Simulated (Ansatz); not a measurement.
Hf under a change: Hf → Lu

Take Hf in the hcp (Mg type) structure (space group P6_3/mmc, No. 194; a = 3.204 Å, c = 5.069 Å) as the base.

Perturbation: Lu takes the place of Hf on all its sites; the structure is relaxed again.

All numbers come from PBE (Ansatz, an electronic-structure program; PAW; 420 eV plane waves; no spin-orbit coupling). Settings: 15×15×9 k-points, 0.05 eV Fermi–Dirac smearing, for the changed cell.

The volume per atom rises by 6.555 Å³ to 29.09 Å³ and the density decreases by 3.16 g/cm³, from 13.15 g/cm³ to 9.99 g/cm³. The lattice parameter a goes up by 0.303 Å to 3.507 Å and the c/a ratio decreases by 0.025 to 1.557. The space group remains P6_3/mmc (No. 194) and the shortest interatomic distance increases by 0.262 Å (3.138 Å → 3.400 Å). The band gap stays zero.

No phonon test of stability was made. The final runs are not spin-polarised.
